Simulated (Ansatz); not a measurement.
**A computed series for La: pressure series**

Start from La (space group P6_3/mmc, No. 194; a = 3.661 Å, c = 11.718 Å).

Cell and atoms are relaxed at each pressure.

Level of theory: PBEsol (Ansatz, a quantum-chemistry and plane-wave program, PAW, scalar-relativistic without spin-orbit coupling), earlier PAW set.

Notes on the quantities. enthalpy: H = E + PV relative to the base's energy.

```json
[
 {"case": "base", "c/a ratio": "3.201", "enthalpy": "–", "lattice parameter a": "3.661 Å"},
 {"case": "pressure −2 GPa", "c/a ratio": "3.204", "enthalpy": "-0.44 eV/atom", "lattice parameter a": "3.762 Å"},
 {"case": "pressure −1 GPa", "c/a ratio": "3.202", "enthalpy": "-0.22 eV/atom", "lattice parameter a": "3.709 Å"},
 {"case": "pressure 3 GPa", "c/a ratio": "3.198", "enthalpy": "+0.60 eV/atom", "lattice parameter a": "3.544 Å"},
 {"case": "pressure 7 GPa", "c/a ratio": "3.204", "enthalpy": "+1.33 eV/atom", "lattice parameter a": "3.428 Å"},
 {"case": "pressure 15 GPa", "c/a ratio": "[?]", "enthalpy": "+2.63 eV/atom", "lattice parameter a": "3.266 Å"},
 {"case": "pressure 30 GPa", "c/a ratio": "[?]", "enthalpy": "+4.71 eV/atom", "lattice parameter a": "3.088 Å"},
 {"case": "pressure 50 GPa", "c/a ratio": "3.266", "enthalpy": "+7.14 eV/atom", "lattice parameter a": "2.967 Å"},
 {"case": "pressure 75 GPa", "c/a ratio": "3.276", "enthalpy": "+9.89 eV/atom", "lattice parameter a": "2.880 Å"},
 {"case": "pressure 100 GPa", "c/a ratio": "3.281", "enthalpy": "+12.45 eV/atom", "lattice parameter a": "2.817 Å"}
]
```

Task: Complete the table.

Result: 
- pressure 15 GPa, c/a ratio: 3.209
- pressure 30 GPa, c/a ratio: 3.247

Load acts through the strain it causes; cell and atoms are relaxed under it. No phonon test of stability was made. Competing high-pressure phases were not computed.
